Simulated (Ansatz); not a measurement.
A self-consistent single point of ZnS (P6_3mc, 8 atoms in the cell) with Ansatz (a first-principles code).

Method: LDA (PW92), default PAW files made with PBE (plane waves; Ansatz).

```
CELL_PARAMETERS angstrom
      3.80895     0.00000     0.00000
     -1.90447     3.29865     0.00000
      0.00000     0.00000    12.45260
ATOMIC_POSITIONS crystal
  Zn 0.66667 0.33333 0.74993
  Zn 0.33333 0.66667 0.24993
  Zn 0.00000 0.00000 0.50000
  Zn 0.00000 0.00000 0.00000
  S  0.66667 0.33333 0.93773
  S  0.33333 0.66667 0.43773
  S  0.00000 0.00000 0.68734
  S  0.00000 0.00000 0.18734
```

Reference input (self-consistent single point, DFT, PBE, plane waves, default PAW files): basis.ecutwfc = 420 eV; kpoints.mp_grid.grid = 7 7 2; hamiltonian.xc = pbe; hamiltonian.pseudopotentials = {kind: paw} (the program's default PAW files); scf.occupations.method = fixed. This run's input differs from it in these lines:

Ansatz 0.2 input:
```diff
@@ -19,3 +19,3 @@
 hamiltonian:
-  xc: pbe
+  xc: lda
   pseudopotentials: { kind: paw }
```

The program printed (abridged):

```
SCF iter   1: F=—  HF=-16469.666989 eV  |F-HF|=—  |Δ(HF+E_count)|=         —  Δρ=7.16e-3  dr2=7.63e-2  ethr=1.77e-3  ⟨swp⟩=4.9  Hψ=2514  notcnv=0  defer=75
all-band conjugate gradients solve this SCF's bands
preconditioner: auto → Resta (q_TF=auto, 2.397 Å⁻¹)
SCF iter   2: F=—  HF=-16469.648069 eV  |F-HF|=—  |Δ(HF+E_count)|=   1.89e-2  Δρ=3.24e-3  dr2=1.86e-2  ethr=1.06e-4  ⟨swp⟩=3.0  Hψ=1405  notcnv=0  defer=96
   [... lines left out ...]
SCF iter   4: F=—  HF=-16469.642188 eV  |F-HF|=—  |Δ(HF+E_count)|=   1.96e-3  Δρ=4.71e-4  dr2=2.73e-4  ethr=5.19e-6  ⟨swp⟩=2.0  Hψ=1203  notcnv=0  defer=96
SCF iter   5: F=—  HF=-16469.642177 eV  |F-HF|=—  |Δ(HF+E_count)|=   1.01e-5  Δρ=8.22e-5  dr2=1.72e-5  ethr=3.79e-7  ⟨swp⟩=2.0  Hψ=1235  notcnv=0  defer=47
SCF iter   6: F=—  HF=-16469.642182 eV  |F-HF|=—  |Δ(HF+E_count)|=   4.96e-6  Δρ=3.29e-5  dr2=1.65e-6  ethr=2.39e-8  ⟨swp⟩=2.1  Hψ=915  notcnv=0  defer=46
SCF iter   7: F=-16469.642183 eV  HF=-16469.642183 eV  |F-HF|=6.81e-9  |Δ(HF+E_count)|=   3.74e-7  Δρ=5.39e-6  dr2=3.77e-8  ethr=1.39e-10  ⟨swp⟩=10.2  Hψ=4249  notcnv=0
SCF 1 converged in 7 iterations: F = -16469.642183 eV  dr2 = 3.77e-8
Free energy (F): -16469.642183 eV
Internal energy: -16469.642183 eV  (E = F + TS)
E sigma→0 (E₀):  -16469.642183 eV
Fermi energy:    5.626488 eV
--- Forces (eV/Å), atoms counted from 1 ---
  atom   1  Zn    -0.00000000     0.00000000     0.00560819
  atom   2  Zn     0.00000000     0.00000000     0.00560819
  atom   3  Zn    -0.00000000     0.00000000     0.00939812
  atom   4  Zn    -0.00000000    -0.00000000     0.00939812
  atom   5  S     -0.00000000     0.00000000    -0.00774282
  atom   6  S     -0.00000000     0.00000000    -0.00774282
  atom   7  S      0.00000000     0.00000000    -0.00726346
  atom   8  S     -0.00000000     0.00000000    -0.00726346
--- Stress (GPa, compression-positive) ---
       -3.975037      -0.000000       0.000000
       -0.000000      -3.975037       0.000000
       -0.000000       0.000000      -3.898792
  P = ⅓ Tr σ = -3.9496 GPa (-39.496 kbar)
  The stress holds the Pulay correction. Without it, at fixed plane waves, as pw.x and ABINIT print it: P = -3.9979 GPa
```

The run converged in 7 iterations. Against the reference run the pressure goes from 2.30 to -3.95 GPa, the largest force moves little (0.013 to 0.009 eV/Å) and the gap on the mesh goes from 2.186 to 1.933 eV.

The starting cell comes from a database of computed structures (which also holds hypothetical and non-ambient phases and stackings), without a prior relaxation at this level. With a pressure of about -4 GPa the cell is away from its equilibrium volume at this level. Ansatz's pressure includes its estimate of the finite-basis (Pulay) stress.
